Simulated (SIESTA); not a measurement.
**A series of runs on YMg3 (P1, 4 atoms in the cell)**

```xyz
4
Lattice="-1.6384 5.4967 2.8794 1.6384 -5.4967 2.8794 1.6384 5.4967 -2.8794" Properties=species:S:1:pos:R:3 pbc="T T T"
Y     -0.0019     0.0147     3.8015
Mg     1.6260    -0.0026     0.9260
Mg     0.0545     8.1580     0.1180
Mg    -0.0402     2.8233    -0.0464
```

Base run A: GGA PBEsol, numerical atomic orbitals DZP, PseudoDojo PBEsol standard norm-conserving potentials (rewritten from UPF to PSML) (SIESTA), self-consistent single point.

Its settings: XC.functional = GGA; XC.authors = PBEsol; potentials = PseudoDojo PBEsol standard; PAO.BasisSize = DZP; PAO.EnergyShift = 0.01 Ry; MeshCutoff = 400 Ry; kgrid.MonkhorstPack = 4 7 6; OccupationFunction = FD; ElectronicTemperature = 580.23 K; MaxSCFIterations = 150; SCF.Mixer.Method = Broyden; SCF.Mixer.Weight = 0.1; SCF.Mixer.History = 8; SCF.DM.Tolerance = 1.0E-05.

The starting cell comes from a database of computed structures (which also holds hypothetical and non-ambient phases and stackings), without a prior relaxation at this level. Its atoms were displaced at random from the sites of space group no. 44. Values carry the incompleteness of an atom-centred basis.

ΔF is the free energy per atom less that of run A. 

| run | ElectronicTemperature | ΔF (meV/atom) | pressure (GPa) | largest force (eV/Å) | TS (meV/atom) |
|---|---|---|---|---|---|
| A | 580.23 K | 0.00 | -0.48 | 0.766 | 7.2 |
| B | 23.21 K | 4.0 | -0.47 | 0.755 | 0.0 |
| C | 116.05 K | 3.8 | -0.48 | 0.758 | 0.4 |
| D | 290.11 K | 2.9 | -0.48 | 0.762 | 2.1 |
| E | 1160.45 K | -10.2 | -0.46 | 0.768 | 26.5 |
| F | 1740.68 K | -26.6 | -0.41 | 0.768 | 58.6 |
| G | 2320.9 K | -49.3 | -0.32 | 0.768 | 103.1 |
| H | 3481.36 K | -112.5 | -0.10 | 0.770 | 222.8 |
| I | 5802.26 K | -300.3 | 0.47 | 0.778 | 561.7 |
| J | 9283.61 K | -712.6 | 1.72 | 0.790 | 1292.7 |

Run G against A: The free energy goes down by 49.3 meV/atom, the pressure goes from -0.48 to -0.32 GPa and the largest force moves little (0.766 to 0.768 eV/Å).

Run F against A: The free energy drops by 26.6 meV/atom, the pressure moves little (-0.48 to -0.41 GPa) and the largest force moves little (0.766 to 0.768 eV/Å).

Run J against A: The free energy goes down by 713 meV/atom, the pressure goes from -0.48 to 1.72 GPa and the largest force goes from 0.766 to 0.790 eV/Å.
